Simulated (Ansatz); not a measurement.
Input and output of a self-consistent single point for CaPd (Pm-3m, 2 atoms in the cell) (Ansatz, a quantum-chemistry and plane-wave program)

Method of the run: LDA (PW92), default PAW files made with PBE (plane waves; Ansatz).

The input file:

Ansatz 0.2 input:
```yaml
# CaPd
crystal:
  lattice:
    - [3.516207, 0.000000, 0.000000]
    - [0.000000, 3.516207, 0.000000]
    - [0.000000, 0.000000, 3.516207]
  atoms:
    - { symbol: Ca, position: [0.000000, 0.000000, 0.000000] }
    - { symbol: Pd, position: [0.500000, 0.500000, 0.500000] }
basis:
  ecutwfc: 420.0
kpoints:
  mp_grid: { grid: [9, 9, 9] }
hamiltonian:
  xc: lda
  pseudopotentials: { kind: paw }
scf:
  occupations: { method: fermi_dirac, width: 0.1 }
output:
  forces: true
  eigenvalues: true
  stress: true
```

Output, abridged:

```
WARN ansatz: RAYON_NUM_THREADS=1 ignored (pool sized by the plan → 1); use --threads N
Pseudopotentials: kind: paw
Pseudopotential: Ca, paw, valence charge 10
Pseudopotential: Pd, paw, valence charge 18
Crystal: 2 atoms, lattice volume = 43.473 Å³
Basis set: ecut = 420 eV, 847 PW (Γ)
Bands: 18, of which v1, the nominal top of the filled ones, is band 14 counted from 1 (13 counted from 0)
Symmetry: 48 space group operations
Space group: Pm-3m (ITA 221), of the structure as read, at distance tolerance 3.5e-5 Å
k-points: 35 of 729
PAW frozen core: Ca, regenerated for the run's functional, and the local potential with it
PAW frozen core: Pd, regenerated for the run's functional, and the local potential with it
Initial density: superposition of atomic densities (neutral atoms: chi_scale 0, normalization atom), corrected by the library's trained network
Initial wavefunctions: pseudopotential atomic-orbital guess
Eigensolver: davidson
Functional: x = slater, c = lda
SCF iter   1: F=—  HF=-8618.479605 eV  |F-HF|=—  |Δ(HF+E_count)|=         —  Δρ=1.15e-2  dr2=6.39e-2  ethr=1.77e-3  ⟨swp⟩=6.0  Hψ=3346  notcnv=0
all-band conjugate gradients solve this SCF's bands
preconditioner: auto → Kerker (q_TF=auto, 2.535 Å⁻¹)
SCF iter   2: F=—  HF=-8618.464068 eV  |F-HF|=—  |Δ(HF+E_count)|=   1.55e-2  Δρ=3.56e-3  dr2=2.12e-3  ethr=2.28e-4  ⟨swp⟩=2.0  Hψ=1122  notcnv=0
SCF iter   3: F=—  HF=-8618.463595 eV  |F-HF|=—  |Δ(HF+E_count)|=   4.73e-4  Δρ=1.84e-3  dr2=6.40e-4  ethr=7.56e-6  ⟨swp⟩=2.0  Hψ=1070  notcnv=0
SCF iter   4: F=—  HF=-8618.463441 eV  |F-HF|=—  |Δ(HF+E_count)|=   1.54e-4  Δρ=2.42e-4  dr2=2.26e-5  ethr=2.29e-6  ⟨swp⟩=2.3  Hψ=1039  notcnv=0
SCF iter   5: F=—  HF=-8618.463435 eV  |F-HF|=—  |Δ(HF+E_count)|=   6.84e-6  Δρ=8.98e-5  dr2=4.39e-6  ethr=8.07e-8  ⟨swp⟩=2.0  Hψ=843  notcnv=0
SCF iter   6: F=—  HF=-8618.463434 eV  |F-HF|=—  |Δ(HF+E_count)|=   5.01e-7  Δρ=2.60e-5  dr2=3.58e-7  ethr=1.57e-8  ⟨swp⟩=1.4  Hψ=644  notcnv=0
SCF iter   7: F=-8618.463434 eV  HF=-8618.463434 eV  |F-HF|=6.10e-9  |Δ(HF+E_count)|=   3.91e-8  Δρ=4.61e-6  dr2=9.21e-9  ethr=3.57e-10  ⟨swp⟩=4.0  Hψ=1973  notcnv=0
SCF 1 converged in 7 iterations: F = -8618.463434 eV  dr2 = 9.21e-9
SCF converged after 7 iterations
Free energy (F): -8618.463434 eV
Harris-Foulkes:  -8618.463434 eV  (|F-HF|=6.10e-9)
Internal energy: -8618.434010 eV  (E = F + TS)
E sigma→0 (E₀):  -8618.448722 eV
Entropy (-TS):   -0.029423 eV (-14.712 meV/atom)
Fermi energy:    11.288287 eV
--- Per-component energies (eV) ---
  E_band       = -385.840509
  E_kinetic    = 794.488276
  E_local      = -3124.030058  (includes V_loc(G=0)·N_el)
  E_nonlocal   = 290.136769
  E_hartree    = 1217.700400
  E_xc         = -302.994125
  E_vxc        = -381.452157  (∫ρ·V_xc dr)
  E_paw        = -4440.255920  (= ΣΔE_a)
  E_vpaw       = -400.379092  (= ΣTr[D̂ρ^β])
  E_aug_tail   = 0.000176  (compensation charges beyond the density's cutoff)
  E_ewald      = -3054.443427
  E_core_change = 0.963900  (= ΣΔE_core)
  E_smearing   = -0.029423  (= −TS)
  E_closure    = -0.000000  (closes the sum)
  Σ components = -8618.463434   (vs F -8618.463434, Δ=0.00e0)
--- Forces (eV/Å), atoms counted from 1 ---
  atom   1  Ca    -0.00000000    -0.00000000     0.00000000
  atom   2  Pd     0.00000000    -0.00000000    -0.00000000
  max |Σ_I F_I| component: 9.77e-29 eV/Å
--- Stress (GPa, compression-positive) ---
       -5.446476      -0.000000       0.000000
       -0.000000      -5.446476       0.000000
        0.000000       0.000000      -5.446476
  P = ⅓ Tr σ = -5.4465 GPa (-54.465 kbar)
  The stress holds the Pulay correction. Without it, at fixed plane waves, as pw.x and ABINIT print it: P = -5.4578 GPa
--- Band table (eV; the first three rows and the last of 35) ---
  k-point 0: bands = ["-72.4959", "-38.2910", "-38.2910", "-38.2910", "-28.7978", "-9.9751", "-9.9751", "-9.9751", "6.0842", "7.9919", "7.9919", "9.3161", "9.3161", "9.3161", "14.2536", "14.2536", "16.9776", "16.9776"]
  k-point 1: bands = ["-72.4959", "-38.2925", "-38.2909", "-38.2909", "-28.7952", "-10.0060", "-9.9732", "-9.9732", "6.2719", "8.0368", "8.0802", "9.2868", "9.2868", "9.3324", "14.1743", "14.1941", "16.4291", "16.4291"]
  k-point 2: bands = ["-72.4957", "-38.2963", "-38.2906", "-38.2906", "-28.7885", "-10.0833", "-9.9682", "-9.9682", "6.8013", "8.1558", "8.3259", "9.2143", "9.2143", "9.3742", "13.7320", "13.9671", "15.6519", "15.6519"]
  k-point 34: bands = ["-72.4946", "-38.3009", "-38.3009", "-38.3009", "-28.7386", "-10.1595", "-10.1595", "-10.1593", "8.4973", "8.5469", "8.5469", "9.7876", "9.7876", "11.4466", "11.9230", "11.9230", "16.1541", "17.2720"]
```

The run converged in 7 iterations.

The starting cell comes from a database of computed structures (which also holds hypothetical and non-ambient phases and stackings), without a prior relaxation at this level. Its lattice was rescaled by up to half a per cent. Spin polarisation is off. With a pressure of about -5 GPa the cell is away from its equilibrium volume at this level. Ansatz's pressure includes its estimate of the finite-basis (Pulay) stress.
